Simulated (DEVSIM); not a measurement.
Device: Co/Si3N4/p-GaAs capacitor, at 300 K.

Layer 1 from the left is Si3N4, thickness (nm) 6.30. Layer 2 from the left is GaAs, thickness (nm) 11000, Na (cm⁻³) 3.3e15.

Metal gate on the left, work function 5 eV. Fixed charge at the semiconductor interface 0 cm⁻² (in units of +e); no interface traps.

This is a model device: material constants are rounded textbook-type values typed into the input, and sizes, dopings and lifetimes were drawn at random. Values at 300 K.

Si3N4: gap (eV) 5.1, affinity (eV) 2.1, permittivity 7.5. GaAs: gap (eV) 1.424, affinity (eV) 4.07, permittivity 12.9, Nc (cm⁻³) 4.7e17, Nv (cm⁻³) 9e18.

DEVSIM, 1D Poisson equation in equilibrium, Boltzmann statistics, complete ionisation; no quantum confinement or tunnelling. Metal contacts follow the ideal Schottky-Mott rule: no Fermi-level pinning, no interface dipoles.

### Question
What does the simulation give for the threshold voltage (band bending 2φF), the minimum of the low-frequency capacitance?

### Answer
threshold voltage (band bending 2φF) 0.83 V; minimum of the low-frequency capacitance 0.0178 μF/cm².
